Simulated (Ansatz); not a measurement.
# Pressure series in hypothetical cubic perovskite CaHfSe3

Take CaHfSe3 in the cubic perovskite structure (space group Pm-3m, No. 221; a = 5.1232 Å; a hypothetical phase, not in the database extracts checked) as the base.

Cell and atoms are relaxed at each pressure.

Computed with Kohn–Sham DFT with the PBEsol functional, run in Ansatz (a program for electronic structure) with PAW and 420 eV plane waves, spin-orbit coupling left out.

Two rows of this table had their results exchanged by mistake.

| pressure | volume per atom (Å³) | shortest distance (Å) | band gap |
|---|---|---|---|
| pressure −2 GPa | 27.75 | 2.588 | 0.15 eV |
| pressure −1 GPa | 27.31 | 2.575 | 0.11 eV |
| pressure 1.5 GPa | 26.34 | 2.544 | zero |
| pressure 3 GPa | 25.83 | 2.527 | zero |
| pressure 5 GPa | 23.95 | 2.464 | zero |
| pressure 7.5 GPa | 24.55 | 2.485 | zero |
| pressure 10 GPa | 25.22 | 2.507 | zero |

Q: Which two?

A: The rows for pressure 5 GPa and pressure 10 GPa: the volume has to fall steadily with pressure, so 25.22 Å³ belongs to pressure 5 GPa and 23.95 Å³ to pressure 10 GPa.

Spin-orbit coupling, missing from the scalar runs, can matter with Hf. Load acts through the strain it causes; cell and atoms are relaxed under it. Whether these cells are dynamically stable was not tested. Competing high-pressure phases were not computed. The final runs are not spin-polarised. Many cubic perovskites are stable only at high temperature; tilts and polar distortions were not tested. Gaps under 0.05 eV, about the width of the smearing, are given as zero. A zero or small gap of CaHfSe3 can be the functional's error rather than a property of the material.
